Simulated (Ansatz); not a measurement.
One-dimensional KF body, 2 atoms a period

Levels: PBE (plane waves to 420 eV, PAW; Ansatz, a quantum-chemistry and plane-wave program); r2SCAN (plane waves to 500 eV, PAW; Ansatz); HSE06 (Ansatz). Unmarked values and the geometry are of the first. Mesh 1×1×62. No spin polarisation. Isolated but for its images some 11 Å away. A hypothetical model. Symmetry and one short period hold its shape; lower forms weren't sought. Pairing along the axis, which can open a gap, is among the distortions not tried. HSE06 ran on a 1×1×4 mesh and at PBE's edge points. Buckling under compression is shut out by symmetry and the short period.

```
Item                                                                     Result
---------------------------------------------------------  --------------------
period along the axis (2 atoms)                                         4.782 Å
PBE gap                                                    4.39 eV, direct at Γ
electron mass along the axis (PBE)                                      0.97 mₑ
hole mass along the axis (PBE)                                          0.74 mₑ
valence and conduction edges under the vacuum level (PBE)      5.34 and 0.95 eV
r2SCAN gap at this geometry                                             5.18 eV
HSE06 gap at this geometry                                              6.02 eV
axial stiffness dF/dε                                                     17 nN
```

```xyz
2
Lattice="11.0000 0.0000 0.0000 0.0000 11.0000 0.0000 0.0000 0.0000 4.7818" Properties=species:S:1:pos:R:3 pbc="T T T"
K      5.5000     5.5000     0.0000
F      5.5000     5.5000     2.3909
```
